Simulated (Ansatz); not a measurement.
The reference is Ag in the fcc (Cu type) structure (space group Fm-3m, No. 225; a = 4.0538 Å; relaxed with 0.1 eV smearing).

The values are results of PBEsol (Ansatz, a first-principles code; PAW; 420 eV plane waves; no spin-orbit coupling), not measurements.

Strains are applied to the cell and any free atomic positions relax.

One change was made to it. Results:

| quantity | base | after |
|---|---|---|
| pressure | 0.0 GPa | 3.9 GPa |
| energy relative to the base (free energy F) | 0 meV/atom | +5.8 meV/atom |

Problem. Name the change that was made.
(A) isotropic strain +2.50 %
(B) isotropic strain −1.00 %
(C) isotropic strain −1.50 %
(D) isotropic strain −2.50 %

Solution. B, isotropic strain −1.00 %. For comparison, the energy relative to the base in the other runs: isotropic strain +2.50 % gives +31 meV/atom; isotropic strain −1.50 % gives +13 meV/atom; isotropic strain −2.50 % gives +39 meV/atom.

No phonon test of stability was made.
